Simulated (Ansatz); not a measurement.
All values below come from PBE (plane waves to 420 eV, PAW; Ansatz, a first-principles code).

Plane-averaged electrostatic potential energy along the normal, in eV from the Fermi level, for the (100) surface of rock-salt TiN (in the relaxation 1 S–Ti bonds broke), S on all N sites of the top plane (bottom of the slab: a bare face, its two planes held):…

(z (Å), V (eV)): (3.66, 2.49); (3.94, 2.49); (4.22, 2.49); (4.50, 2.48); (4.78, 2.47); (5.06, 2.45); (5.34, 2.42); (5.62, 2.37); (5.91, 2.27); (6.19, 2.09); (6.47, 1.74); (6.75, 1.06); (7.03, -0.35); (7.31, -3.79); (7.59, -10.34); (7.88, -16.87); (8.16, -18.59); (8.44, -14.33); (8.72, -7.31); (9.00, -2.88); (9.28, -2.73); (9.56, -6.91); (9.84, -14.03); (10.12, -18.81); (10.41, -17.61); (10.69, -11.38); (10.97, -5.02); (11.25, -2.60); (11.53, -4.55); (11.81, -10.27); (12.09, -16.76); (12.38, -18.97); (12.66, -15.07); (12.94, -7.83); (13.22, -2.90); (13.50, -2.28); (13.78, -5.90); (14.06, -13.11); (14.34, -18.48); (14.62, -18.00); (14.91, -12.30); (15.19, -6.02); (15.47, -3.19); (15.75, -5.02); (16.03, -10.28); (16.31, -16.54); (16.59, -18.85); (16.88, -14.88); (17.16, -7.39); (17.44, -2.59); (17.72, -2.73); (18.00, -6.01); (18.28, -9.25); (18.56, -11.02); (18.84, -11.83); (19.12, -12.96); (19.41, -12.20); (19.69, -10.15); (19.97, -7.96); (20.25, -3.78); (20.53, 0.93); (20.81, 3.11); (21.09, 3.98); (21.38, 4.34); (21.66, 4.48); (21.94, 4.54); (22.22, 4.56); (22.50, 4.57); (22.78, 4.58); (23.06, 4.58); (23.34, 4.58); (23.62, 4.58); (23.91, 4.58); (24.19, 4.58)

Model: 12-atom slab, 10.8 Å thick at the start with caps and adatoms (thin: gaps and levels are the slab's own), 12x12x1 mesh, Fermi-Dirac 0.1 eV, dipole correction, 4 atoms held, the rest relaxed; symmetry of the start imposed; no spin, no spin-orbit, no U. In PBE it is, or lies within 0.01 eV a 1x1 cell of, the lowest of the 2 structures of its composition computed so far; subsurface sites and larger cells were not tried.

### Question
The surface cell has an area of 9.02 Å². What dipole along the normal does the step between the two vacuum levels imply?

### Answer
the top vacuum level lies 2.08 eV above the bottom one; p = −ε₀ A ΔV (ε₀ = 0.005526 e/(V·Å)) gives -0.10 e·Å a cell.
